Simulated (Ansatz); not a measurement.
Question: Name crystals whose hole conductivity mass lies between 1.55 and 2.4 mₑ and whose electron conductivity mass lies between 0.32 and 0.51 mₑ, by Ansatz (a first-principles code) with PBEsol with spin-orbit coupling, rigid bands.

Answer: Many crystals can fit; among those computed here:
- KI (Fm-3m): 1.83 mₑ, 0.33 mₑ
- KTaO3 (Pm-3m): 2.1 mₑ, 0.45 mₑ

Masses are for dilute carriers at 300 K, harmonic means over directions unless an axis is named.
